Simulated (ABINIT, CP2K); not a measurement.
An ABINIT input for a relaxation of cell and atoms of Cs (Im-3m, 1 atom in the cell) (DFT, PBE, plane waves, PAW (JTH v2.0 PBE PAW)):

```
# Cs, JTH v2.0 PBE PAW
pp_dirpath "./"
pseudos "Cs.GGA_PBE-JTH.xml"
acell 5.2922639220 5.2922639220 5.2922639220 Angstrom
rprim
        -0.5773502692    0.5773502692    0.5773502692
         0.5773502692   -0.5773502692    0.5773502692
         0.5773502692    0.5773502692   -0.5773502692
natom 1
ntypat 1
znucl 55
typat 1
xred    0.0000000000    0.0000000000    0.0000000000
ecut 571 eV
pawecutdg 1143 eV
pawxcdev 0
occopt 3
tsmear 0.136 eV
nband 10
kptopt 1
ngkpt 5 5 5
nshiftk 1
shiftk 0 0 0
nstep 80
tolvrs 1.0e-11
ionmov 3
ntime 40
tolmxf 5.0e-05
optcell 2
dilatmx 1.08
ecutsm 0.5
prtwf 0
prtden 0
prtvol 1
enunit 1
```

Q: Write the same calculation as an input for CP2K.

A: One input that does it (others would too):

```
&GLOBAL
  PROJECT run
  RUN_TYPE CELL_OPT
  PRINT_LEVEL LOW
&END GLOBAL
&FORCE_EVAL
  METHOD Quickstep
  STRESS_TENSOR ANALYTICAL
  &DFT
    BASIS_SET_FILE_NAME BASIS_MOLOPT
    POTENTIAL_FILE_NAME GTH_POTENTIALS
    &QS
      METHOD GPW
      EPS_DEFAULT 1E-10
      EXTRAPOLATION USE_GUESS
    &END QS
    &MGRID
      CUTOFF 500
      REL_CUTOFF 50
      NGRIDS 5
    &END MGRID
    &SCF
      SCF_GUESS ATOMIC
      EPS_SCF 1E-7
      MAX_SCF 100
      ADDED_MOS 4
      &DIAGONALIZATION
        ALGORITHM STANDARD
      &END DIAGONALIZATION
      &MIXING
        METHOD BROYDEN_MIXING
        ALPHA 0.3
        NBUFFER 12
        BETA 1
      &END MIXING
      &SMEAR ON
        METHOD FERMI_DIRAC
        ELECTRONIC_TEMPERATURE [K] 1578.21
      &END SMEAR
    &END SCF
    &KPOINTS
      SCHEME MONKHORST-PACK 5 5 5
    &END KPOINTS
    &XC
      &XC_FUNCTIONAL PBE
      &END XC_FUNCTIONAL
    &END XC
    &PRINT
      &MO
        EIGENVALUES T
        OCCUPATION_NUMBERS T
        NDIGITS 8
        FILENAME mo
        &EACH
          QS_SCF 0
        &END EACH
        ADD_LAST NUMERIC
      &END MO
      &MULLIKEN OFF
      &END MULLIKEN
    &END PRINT
  &END DFT
  &SUBSYS
    &CELL
      A 5.29226400 0.00000000 0.00000000
      B -1.76408800 4.98959400 0.00000000
      C -1.76408800 -2.49479700 4.32111500
      PERIODIC XYZ
    &END CELL
    &COORD
      SCALED
      Cs       0.00000000     0.00000000     0.00000000
    &END COORD
    &KIND Cs
      BASIS_SET DZVP-MOLOPT-SR-GTH
      POTENTIAL GTH-PBE-q9
    &END KIND
  &END SUBSYS
  &PRINT
    &FORCES ON
    &END FORCES
    &STRESS_TENSOR ON
    &END STRESS_TENSOR
  &END PRINT
&END FORCE_EVAL
&MOTION
  &CELL_OPT
    OPTIMIZER BFGS
    MAX_ITER 60
    MAX_FORCE 4E-4
    RMS_FORCE 3E-4
    EXTERNAL_PRESSURE [GPa] 0
    PRESSURE_TOLERANCE [bar] 200
  &END CELL_OPT
  &PRINT
    &CELL ON
    &END CELL
    &RESTART OFF
    &END RESTART
    &RESTART_HISTORY OFF
    &END RESTART_HISTORY
  &END PRINT
&END MOTION
```

Basis settings and potentials, where a program has them, do not carry over. This input uses DFT PBE, GPW, DZVP-MOLOPT-SR-GTH basis, GTH-PBE potentials (GTH_POTENTIALS).

The starting cell has typed, rounded lattice constants, without a prior relaxation at this level. Its lattice was rescaled by a random factor within 2.5 % of one.
